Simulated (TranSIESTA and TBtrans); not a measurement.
Run with TranSIESTA and TBtrans (open boundaries, self-consistent; PseudoDojo norm-conserving potentials, scalar-relativistic): PAO.BasisSize DZP, PAO.EnergyShift 0.15 eV, XC.Authors PBE, Mesh.Cutoff 200 Ry, ElectronicTemperature 300 K, TS.Voltage 0.0 eV, TBT.Elecs.Eta 0.001 eV, no spin polarisation.

System: Sn chain with one H atom inserted. Leads: straight Sn chain, spacing 2.612 Å. Geometry: 3 atoms about the centre moved by SIESTA (PBE, DZP) to a largest force of 0.00 eV/Å, all others as built, motion along the axis alone.

Give the largest eigenchannel transmissions at the Fermi level (four at most) and the total.

0.99, 0.55, 0.55; total 2.10. The straight chain is held at its spacing; free chains may zigzag or dimerise. No spin-polarised start was tried, so a magnetic state, if there is one, is missed.
